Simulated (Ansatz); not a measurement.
Bi2S3 (model structure, started from the A-La2O3 type, P-3m1, No. 164, 5 atoms in the cell), treated with r²SCAN (Ansatz, a program for electronic structure, PAW).

Numerical settings: plane-wave cutoff 560 eV, 12×12×6 k mesh (along the axes of the cell as run), Fermi–Dirac smearing 0.01 eV, scalar-relativistic PAW data made under PBE.

Cell (relaxed at this level):

Bi2S3 is taken in the trigonal space group P-3m1 (No. 164), Pearson symbol hP5. Lattice parameters: a = b = 4.035 Å, c = 9.757 Å, α = β = 90.00°, γ = 120.00°. Bi on 2d is surrounded by 3 S at 2.729 Å and 3 S at 2.989 Å (octahedral). S1 on 1a has 6 Bi at 2.989 Å (octahedral). S2 on 2d has 3 Bi at 2.729 Å (trigonal pyramidal). (Neighbours: up to the widest gap in distance over summed covalent radii, below 1.35, at either atom; cation-cation and far metal-metal contacts left out.)

Problem. Predict the band gap.

Solution. 
- band gap = 1.23 eV (on the SCF k mesh)

Note: the relaxation could raise the start's symmetry but not lower it, so the cell can be a saddle point; the cell has widely spaced layers and the level no dispersion term, so their spacing and the moduli can rest on weak binding.

Spin–orbit coupling is not included; with these elements it can move the gap by several tenths of an eV or more.

The computed numbers hold no vibrational or temperature effects.

A model structure was made by putting elements into a prototype or built by hand; it is no filed structure, need not be a known phase, and can be a saddle point held by its symmetry.
